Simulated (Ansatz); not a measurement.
Take CdS in the zinc blende structure (space group F-43m, No. 216) as the base.

```xyz
2
Lattice="0.0000 2.9121 2.9121 2.9121 0.0000 2.9121 2.9121 2.9121 0.0000" Properties=species:S:1:pos:R:3 pbc="T T T"
Cd     0.0000     0.0000     0.0000
S      1.4561     1.4561     1.4561
```

Cartesian axes are those of the cell as printed.

The values are results of PBEsol, PAW, 420 eV (Ansatz, a program for electronic structure; spin-orbit coupling left out), not measurements.

Strains are applied to the cell and any free atomic positions relax; under biaxial strain the out-of-plane vector relaxes too.

One change was made to it. Results:

```json
[
 {"quantity": "valence-band top at Γ (three highest levels, from the VBM)", "base": "0.00, 0.00, 0.00 eV", "after": "0.00, -0.04, -0.04 eV"},
 {"quantity": "band gap", "base": "1.01 eV", "after": "0.98 eV"},
 {"quantity": "hole mass", "base": "–", "after": "0.12 mₑ out of plane, 0.75 mₑ in plane (at Γ)"}
]
```

**Question.** What was done to the base?
A. biaxial strain +2.50 %, plane normal [001], relaxed out of plane
B. biaxial strain +0.50 %, plane normal [001], relaxed out of plane
C. biaxial strain +2.00 %, plane normal [001], relaxed out of plane

**Answer.** B, biaxial strain +0.50 %, plane normal [001], relaxed out of plane. For comparison, the band gap in the other runs: biaxial strain +2.50 %, plane normal [001], relaxed out of plane gives 0.87 eV; biaxial strain +2.00 %, plane normal [001], relaxed out of plane gives 0.90 eV.

Effective masses come from finite differences of ±0.01 Å⁻¹. Stability against distortions was not tested.
